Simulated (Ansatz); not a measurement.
The starting structures come from a database of crystals and need not be the phases stable at ambient conditions.

 Where the default PAW files enter, the runs use the earlier of Ansatz's two default sets.

Inside the gap of an insulator the Bloch states are evanescent, with a wavenumber k + iκ along the transport direction.

Given:

```xyz
20
Lattice="5.5181 0.0000 0.0000 0.0000 5.7812 0.0000 -0.1616 0.0000 8.0142" Properties=species:S:1:pos:R:3 pbc="T T T"
Na     5.3686     3.2394     2.0765
Na    -0.0122     2.5418     5.9377
Na     2.8276     0.3488     1.9306
Na     2.5288     5.4325     6.0836
Na     2.7590     2.8906     0.0000
Na    -0.0808     0.0000     4.0071
Sc     2.6782     2.8906     4.0071
Sc     0.0000     0.0000     0.0000
F      1.7162     1.2250     4.6500
F      3.6403     4.5563     3.3642
F      0.8005     4.1156     7.3713
F      4.5560     1.6656     0.6429
F      4.3432     1.8532     3.5623
F      1.0132     3.9281     4.4519
F      3.8531     4.7438     0.4448
F      1.5034     1.0374     7.5694
F      4.6803     0.3987     6.1439
F      0.6762     5.3826     1.8703
F      3.3545     3.2893     5.8774
F      2.0020     2.4919     2.1368
```

Space group of this cell: P2_1/c. The cell is taken as given.

Transport runs along the normal of the first two printed cell vectors.

The gap is the functional's own. No spin-orbit coupling. Mid-gap values are interpolated on the energy grid.

Compute, with r2SCAN in Ansatz (a first-principles code), the band gap and the smallest decay constant κ at mid-gap.

Gap 7.91 eV on a 6×6×4 mesh; κ = 0.578 1/Å, at the zone centre.
